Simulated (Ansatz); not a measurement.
The reference is SnS$_{2}$ in the CdI2 type structure (space group P-3m1, No. 164; a = 3.626 Å, c = 5.573 Å; layered, stacked along the Cartesian z axis).

Level of theory: PBEsol-D3(BJ) in Ansatz (plane waves to 420 eV, PAW, spin-orbit coupling left out).

One change was made to it. Results:

```json
[
 {"quantity": "c/a ratio", "base": "1.537", "after": "1.471"},
 {"quantity": "band gap", "base": "0.96 eV", "after": "zero"},
 {"quantity": "lattice parameter a", "base": "6.852 bohr", "after": "5.962 bohr"}
]
```

**Question.** Name the change that was made.
A) pressure 15 GPa
B) pressure −1 GPa
C) pressure 75 GPa
D) pressure −2 GPa

**Answer.** C, pressure 75 GPa. For comparison, the lattice parameter a in the other runs: pressure −1 GPa gives 6.876 bohr; pressure −2 GPa gives 6.903 bohr; pressure 15 GPa gives 6.622 bohr.

The mesh was chosen for an insulator and is coarse for the gapless case. Load acts through the strain it causes; cell and atoms are relaxed under it. Stability against distortions was not tested. No other phases were tried under pressure. All final runs are without spin polarisation. The zero or small gap of SnS2 under pressure 15 GPa can change with the level of theory.

Ansatz is a program for electronic structure.
